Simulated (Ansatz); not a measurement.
Consider GaAs in the zinc blende structure (space group F-43m, No. 216; a = 5.666 Å).

Modification: a negative pressure, −1 GPa.

Levels (all Ansatz, a first-principles code, PAW, earlier PAW set): r2SCAN (500 eV, no spin-orbit coupling); HSE06 (420 eV, without spin-orbit coupling); HSE06+SOC (420 eV, noncollinear with spin-orbit coupling).

One geometry, relaxed with r2SCAN, under each level:

The valence-band top lists the three highest levels at Γ (Kramers pairs under SOC), from the VBM.

```csv
level,band gap,lowest conduction level above the VBM at special points,valence-band top at Γ
r2SCAN,0.86 eV,Γ 0.86 eV; L 1.32 eV; X 1.80 eV,"0.00, 0.00, 0.00 eV"
HSE06,1.25 eV,Γ 1.25 eV; L 1.69 eV; X 2.10 eV,–
HSE06+SOC,___,___,___
```

Give the withheld HSE06+SOC results.


- HSE06+SOC, band gap: 1.13 eV
- HSE06+SOC, lowest conduction level above the VBM at special points: Γ 1.13 eV; L 1.57 eV; X 1.98 eV
- HSE06+SOC, valence-band top at Γ: 0.00, 0.00, -0.36 eV

Single points use the geometry relaxed with r2SCAN. Their cutoffs differ, which shifts pressures a little. The spin-orbit shifts are approximate. Load acts through the strain it causes; cell and atoms are relaxed under it. Stability against distortions was not tested.
